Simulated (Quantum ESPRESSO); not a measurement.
Checking a run of Quantum ESPRESSO on Bi₂Se₃ (R-3m, 5 atoms in the cell). The aim is a self-consistent single point with DFT, PBEsol, plane waves, SSSP 1.1.2 efficiency (PBE) pseudopotentials.

Cell that was meant: a = 10.1115 Å, b = 10.1115 Å, c = 10.1115 Å, α = 23.56°, β = 23.56°, γ = 23.56°.

Part of the input:

```fortran
   occupations = 'smearing'
   smearing = 'gaussian'
   degauss = 0.0036749
   tot_charge = -1
   input_dft = 'pbesol'
/
&ELECTRONS
```

Log, with long lists cut:

```
     G-vector sticks info
     --------------------
     sticks:   dense  smooth     PW     G-vecs:    dense   smooth      PW
   [... lines left out ...]
        k(    2) = (  -0.4898410  -0.2828099   0.0685999), wk =   0.0960000
        k(    3) = (  -0.9796821  -0.5656197   0.1371998), wk =   0.0960000
   [... 16 lines left out ...]

     Dense  grid:    94665 G-vectors     FFT dimensions: ( 120, 120, 120)

     Smooth grid:    33555 G-vectors     FFT dimensions: (  80,  80,  80)

     Initial potential from superposition of free atoms

     starting charge      45.9997, renormalised to      49.0000

     negative rho (up, down):  8.928E-02 0.000E+00
     Self-consistent Calculation

     iteration #  1     ecut=    40.00 Ry     beta= 0.70

     negative rho (up, down):  7.874E-02 0.000E+00

     total energy              =    -498.22322350 Ry
     estimated scf accuracy    <       1.69579036 Ry

     iteration #  2     ecut=    40.00 Ry     beta= 0.70

     negative rho (up, down):  8.336E-02 0.000E+00

     total energy              =    -497.89287698 Ry
     estimated scf accuracy    <       3.59947959 Ry

     iteration #  3     ecut=    40.00 Ry     beta= 0.70

     negative rho (up, down):  8.509E-02 0.000E+00

     total energy              =    -498.41899676 Ry
     estimated scf accuracy    <       4.22747434 Ry

   [... 8 blocks of this kind left out ...]

     iteration # 12     ecut=    40.00 Ry     beta= 0.70

     negative rho (up, down):  8.522E-02 0.000E+00

     total energy              =    -498.91391410 Ry
     estimated scf accuracy    <          3.0E-10 Ry

     iteration # 13     ecut=    40.00 Ry     beta= 0.70

     negative rho (up, down):  8.522E-02 0.000E+00
     End of self-consistent calculation

     the Fermi energy is     8.8083 ev

!    total energy              =    -498.91391410 Ry
     estimated scf accuracy    <          1.5E-11 Ry
     smearing contrib. (-TS)   =      -0.00029765 Ry
     internal energy E=F+TS    =    -498.91361644 Ry

     convergence has been achieved in  13 iterations

     negative rho (up, down):  8.522E-02 0.000E+00

     Forces acting on atoms (cartesian axes, Ry/au):

     atom    1 type  1   force =     0.00000000    0.00000000    0.00370014
     atom    2 type  1   force =     0.00000000   -0.00000000   -0.00370014
     atom    3 type  2   force =     0.00000000   -0.00000000    0.00000000
     atom    4 type  2   force =     0.00000000    0.00000000    0.00057682
   [... lines left out ...]
     Total force =     0.005296     Total SCF correction =     0.000020
   [... lines left out ...]

     negative rho (up, down):  8.522E-02 0.000E+00
          total   stress  (Ry/bohr**3)                   (kbar)     P=      156.02
   0.00110334   0.00000000   0.00000000          162.31        0.00        0.00
   0.00000000   0.00110334   0.00000000            0.00      162.31        0.00
  -0.00000000   0.00000000   0.00097515           -0.00        0.00      143.45

   JOB DONE.
```

Problem. Can these results be used? Check the input.

Solution. The run is not sound. The fault is an unintended net charge. A charged periodic cell changes the electron count and is neutralised by a uniform background, so energy, forces and pressure belong to another system. To fix it, remove the charge. The run converged in 13 iterations without an error; against the sound input the pressure goes from -0.35 to 15.60 GPa, the largest force goes from 0.181 to 0.095 eV/Å and no clean gap remains on the mesh (levels overlap or are partly filled), against 0.34 eV before.

The sound input it was made from differs as follows (other fixes are possible):
```diff
-   tot_charge = -1
```

With that input, the run converged in 12 iterations: free energy E − TS -6796.5584 eV; top of the valence band (on the code's own zero) 7.29 eV; gap on the k-point mesh 0.34 eV; pressure -0.35 GPa; largest force (vector length) 0.181 eV/Å (DFT, PBEsol, plane waves, SSSP 1.1.2 efficiency (PBE) pseudopotentials).

On the sound input: the starting cell comes from a database of computed structures (which also holds hypothetical and non-ambient phases and stackings), without a prior relaxation at this level. Its lattice was rescaled by a random factor within 2.5 % of one. Spin-orbit coupling is off.
